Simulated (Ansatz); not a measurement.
Co (P6₃/mmc, No. 194, 2 atoms in the cell; start mp-1271142), treated with LDA (plane waves, PAW; Ansatz, an electronic-structure program).

Numerical settings: plane-wave cutoff 520 eV, 24×24×14 k mesh (along the axes of the cell as run), Fermi–Dirac smearing 0.05 eV, spin-polarised start, scalar-relativistic PAW data made under PBE.

Cell (relaxed at this level):

```xyz
2
Lattice="2.4288 0.0000 0.0000 -1.2144 2.1034 0.0000 0.0000 0.0000 3.9185" Properties=species:S:1:pos:R:3 pbc="T T T"
Co     1.2144     0.7011     0.9796
Co     0.0000     1.4023     2.9389
```

Problem. What does this level give for the bulk modulus?

Solution. 
bulk modulus: 274 GPa

The run finds no gap.

Note: the magnetic order was assumed, not searched for or taken from measurement; the bulk modulus is −V dP/dV from two relaxed cells at ±2 % in volume; the relaxation could not lower the start's symmetry, so the cell can be a saddle point above a distorted one.

Static lattice: no zero-point or thermal effects.

A start named mp-… is a Materials Project structure, which need not be a measured phase.
